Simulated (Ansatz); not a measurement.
Data:

```
GaSb
1.0
    4.24951     0.00000     0.00000
    0.00000     4.24951     0.00000
    2.12476    -2.12476     3.11832
Ga Sb
1 1
Cartesian
  0.00000   0.00000   0.00000
  4.24951   2.12476   1.55916
```

No spin polarisation.

Level of theory: r2SCAN in Ansatz (plane waves to 500 eV, PAW, no spin-orbit coupling). k-mesh 13×13×13 (Γ-centred); smearing 0.05 eV (Fermi–Dirac).

Q: What is the computed valence-band top at Γ (three highest levels, from the VBM)?

A: 0.00, 0.00, -0.24 eV.

Q: What is the computed gap character?

A: Direct at Γ.

Spin-orbit coupling, missing from the scalar runs, can matter with Sb. The cells carry an imposed strain or load. Whether these cells are dynamically stable was not tested. The cell was made from GaSb in the zinc blende structure (space group F-43m, No. 216) by this change: biaxial strain −2.00 %, plane normal [001], relaxed out of plane.

Ansatz is a quantum-chemistry and plane-wave program.
